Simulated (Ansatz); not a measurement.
The parent structure is ZnS in the zinc blende structure (space group F-43m, No. 216; a = 5.357 Å). Axes: x, y, z lie along the cube axes.

Calculations: PBEsol/PAW in Ansatz (a quantum-chemistry and plane-wave program), no SOC.

Modification: tensor shear ε_xy = +0.86 % (engineering shear γ = 0.0172); the atoms relax in the strained cell.

### Question
Predict the stress tensor and what it implies for the stiffness.

### Answer
Stress of the strained cell less that of the base (GPa, compression positive):
```
   0.00   -0.83    0.00
  -0.83    0.00    0.00
   0.00    0.00    0.00
```

Then −Δσ/γ with γ = 2ε = 0.0172 gives relaxed-ion elastic constants: C66 ≈ 48 GPa.

Whether these cells are dynamically stable was not tested.
